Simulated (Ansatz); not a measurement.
Start from SiGe in the wurtzite structure (space group P6_3mc, No. 186; a = 3.9041 Å, c = 6.4549 Å; a model cell, its experimental status unchecked). Axes: x lies along a and z along c of the hexagonal cell.

Computed with Ansatz (an electronic-structure program) r2SCAN, no SOC.

Perturbation: uniaxial strain ε_zz = −0.55 %, all other strain components held at zero, atoms relaxed at fixed cell.

**Question.** Predict the stress tensor and what it implies for the stiffness.

**Answer.** Stress of the strained cell less that of the base (GPa, compression positive):
```
   0.15    0.00    0.00
   0.00    0.15    0.00
   0.00    0.00    1.14
```

Then −Δσ_ii/ε with ε = -0.0055 gives relaxed-ion elastic constants: C33 ≈ 208 GPa.

Whether these cells are dynamically stable was not tested.
